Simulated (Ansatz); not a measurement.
Consider this model of amorphous Si20O32C6H16.

```
C3H8O16Si10
1.0
   11.14290     0.28084     0.12396
    0.28084    10.56348    -0.10451
    0.12396    -0.10451     9.11454
Si O C H
20 32 6 16
Direct
  0.12067   0.69347   0.42276
  0.28951   0.84630   0.63083
  0.52074   0.12957   0.61295
  0.34775   0.18791   0.90349
  0.17628   0.19501   0.29398
  0.44326   0.62234   0.24931
  0.88174   0.80713   0.55995
  0.61125   0.55125   0.64657
  0.22440   0.45518   0.90940
  0.73698   0.08570   0.50977
  0.69643   0.24521   0.05510
  0.40981   0.15071   0.40712
  0.53007   0.85216   0.10008
  0.96555   0.80141   0.88701
  0.79533   0.51303   0.10254
  0.78288   0.30901   0.73688
  0.44307   0.15086   0.13799
  0.74720   0.97271   0.99930
  0.41496   0.66716   0.86843
  0.99543   0.44112   0.88049
  0.70169   0.26975   0.88004
  0.76425   0.10823   0.08891
  0.48994   0.77381   0.95575
  0.33104   0.74061   0.75083
  0.94335   0.68121   0.99572
  0.10560   0.39736   0.99651
  0.75869   0.36951   0.13415
  0.98898   0.77097   0.43497
  0.42078   0.12557   0.76000
  0.80478   0.19082   0.62230
  0.18425   0.94783   0.69029
  0.78171   0.69577   0.51352
  0.12362   0.34934   0.30404
  0.50946   0.56379   0.78675
  0.11724   0.49270   0.77035
  0.11096   0.55076   0.50074
  0.48616   0.77028   0.24014
  0.92152   0.33519   0.79727
  0.22355   0.76741   0.50224
  0.88224   0.92077   0.95396
  0.25955   0.18779   0.44111
  0.93602   0.76614   0.71660
  0.44408   0.57858   0.41981
  0.71810   0.43660   0.67338
  0.15719   0.78582   0.15640
  0.67931   0.86299   0.09840
  0.82064   0.94769   0.55100
  0.74378   0.62144   0.22484
  0.21673   0.11910   0.90819
  0.47742   0.99739   0.10142
  0.55999   0.24266   0.11800
  0.32196   0.34213   0.86759
  0.29043   0.59955   0.98978
  0.67758   0.70340   0.62902
  0.53006   0.48595   0.48066
  0.18818   0.69138   0.22487
  0.89873   0.56138   0.97127
  0.28757   0.59842   0.16343
  0.18274   0.10842   0.00690
  0.27123   0.50389   0.20673
  0.52548   0.53720   0.15485
  0.61719   0.78295   0.59727
  0.09158   0.83094   0.89803
  0.76682   0.66965   0.40976
  0.22266   0.67658   0.96672
  0.39700   0.90133   0.56667
  0.48138   0.40124   0.50815
  0.08896   0.37269   0.20952
  0.11627   0.47425   0.43394
  0.73696   0.70683   0.18090
  0.67277   0.99707   0.86956
  0.19754   0.00969   0.76992
  0.59766   0.45335   0.39581
  0.11901   0.51898   0.65828
```

Methods: PBE, scalar-relativistic without spin-orbit coupling (Ansatz, an electronic-structure program); r2SCAN, scalar-relativistic without spin-orbit coupling (Ansatz); HSE06, scalar-relativistic without spin-orbit coupling (Ansatz). Neutral PBE cell, which sets geometry, pressure and energy: sampling: a 2×2×2 Γ-centred mesh; Fermi-Dirac width 0.02 eV; no spin polarisation. Exact exchange is cut at the faces of this 9 Å cell, which leaves hybrid gaps a finite-size error.

Preparation: random packing, a CHGNet melt and quench, and a DFT relaxation. O atoms were pushed apart under 1.9 Å during the dynamics, to hinder bonds among them. The hot cell started wider than the set density and was brought back towards it in steps. It is the lowest in DFT energy of 2 quenches. It is a model cell: composition and starting density were chosen by hand, and all elements were melted together. No dispersion term was used. Its density started from a set value of 1.80 and ended at 1.80 g/cm³. The simulated quench (nominally 420 K/ps over its main leg) is rapid and tends to freeze in more defects than a deposited or slowly cooled glass has. One small periodic cell is one sample of the glass; other quenches scatter about these values. The volume was held where the preparation left it and the shape relaxed.

Q: Give the pressure, the energy against reference phases and the spacing of the highest filled and lowest empty levels.

A: 
```yaml
Pressure on a 2×2×2 Γ-centred mesh: -9.2 kbar
Largest force and stress component on that mesh (the relaxation ran on the zone centre alone): 0.20 eV/Å and 1.0 GPa
Energy relative to alpha cristobalite + CH4 gas + 6H silicon carbide + silicon (lowest mix at this level among the phases computed, not always the ambient ones): 0.465 eV/atom
Gap on a 2×2×2 Γ-centred mesh (PBE): 0.47 eV
Gap at the zone centre (PBE): 0.81 eV
Gap at the zone centre (r2SCAN): 0.94 eV
Gap at the zone centre (HSE06): 1.45 eV
Distance between the nearest levels spread over more than a fifth of the atoms or a third of the atoms of their main element (six at least) (PBE, zone centre): 0.81 eV
```

Q: At PBE and the zone centre, how localised are the states just below and above the Fermi level (participation number: the atoms over which a state spreads)?

A: The highest filled state is spread over 7.3 atoms' worth, largest on Si12, with weights by element (charge in smoothed Voronoi cells) Si 0.57, O 0.15, H 0.14. The lowest empty state is spread over 6.7 atoms' worth, largest on Si5, with weights by element (charge in smoothed Voronoi cells) Si 0.69, O 0.21, H 0.06.

Cut-offs for bonds: Si-Si 2.60 Å, Si-O 1.96 Å, Si-C 2.19 Å, Si-H 1.70 Å, O-O 1.58 Å, O-C 1.74 Å, O-H 1.24 Å, C-C 1.78 Å, C-H 1.32 Å, H-H 0.90 Å. Two cations that share two anions don't count as bonded, nor two that share one unless they lie closer than Si-Si 2.38 Å, Si-C 2.00 Å, C-C 1.63 Å.

A PBE run started with 1 μB on atoms that lack a bond or may hold spare charge lost its moments; other starts weren't tried.
